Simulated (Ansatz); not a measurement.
Base system: CuI in the zinc blende structure (space group F-43m, No. 216; a = 6.0228 Å). Axes: x, y, z lie along the cube axes.

Method: r2SCAN in Ansatz (plane waves to 500 eV, PAW, no spin-orbit coupling).

For the base:

Band gap: 1.67 eV
Pressure: 0.00 GPa

The change: tensile biaxial strain of 0.42 % in the plane normal to [111], as in epitaxy on a mismatched substrate; the out-of-plane cell vector and the atoms relax.

Question: What happens to the out-of-plane strain?

Answer: The out-of-plane strain comes out as -0.32 %.

Question: Predict the new band gap.

Answer: The band gap drops by 0.02 eV, from 1.67 eV to 1.65 eV.

Question: Estimate the effect on the pressure.

Answer: The pressure (mean of the normal stresses, compression positive) goes from zero to -0.22 GPa.

Spin-orbit coupling, missing from the scalar runs, can matter with I. No phonon test of stability was made. All final runs are without spin polarisation.

Ansatz is a quantum-chemistry and plane-wave program.
